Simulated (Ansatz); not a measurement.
An Ansatz (an electronic-structure program) input (Kohn–Sham DFT with the r2SCAN functional, run in Ansatz with PAW and 500 eV plane waves, no spin-orbit coupling):

Ansatz 0.2 input:
```yaml
crystal:
  lattice:
    - [3.9435120492, 0, 0]
    - [0, 3.9435120492, 0]
    - [0, 0, 13.0678846951]
  atoms:
    - { symbol: Te, position: [0.5, 0, 0.6180548297] }
    - { symbol: Te, position: [0, 0.5, 0.3819451703] }
    - { symbol: C, position: [0.5, 0, 0.099893287] }
    - { symbol: C, position: [0, 0.5, 0.900106713] }
    - { symbol: Pb, position: [0.5, 0, 0.2809156906] }
    - { symbol: Pb, position: [0, 0.5, 0.0864193973] }
    - { symbol: Pb, position: [0.5, 0, 0.9135806027] }
    - { symbol: Pb, position: [0, 0.5, 0.7190843094] }
basis: { ecutwfc: 500, ecutrho_ratio: 4, xc_grid: 4, fft_grid_basis: typed }
kpoints: { mp_grid: { grid: [12, 12, 4] } }
hamiltonian:
  xc: r2scan
  dispersion: none
  pseudopotentials: { kind: paw }
scf: { occupations: { method: fermi_dirac, width: 0.05 }, convergence: { dr2_threshold: 0.0000000008 } }
output: { forces: true, stress: true }
checkpoint: { write: state.ck, write_every: 1000 }
```

**Question.** Which symmetry and how many k-points will the program report, and about how many plane waves at Γ?

**Answer.** Space group P4/nmm (ITA 129) with 16 operations, k-points 84 of 576, and 5111 plane waves at Γ.

These are small ordered cells, not random alloys; other orderings at the same x differ. Stability against distortions was not tested. The final runs are not spin-polarised. The cell was made from PbTe by this change: x(C) = 0.5, 8 atoms, P4/nmm. Under x(C) = 0.5, 8 atoms, P4/nmm the cell changed shape so far that it is another structure.
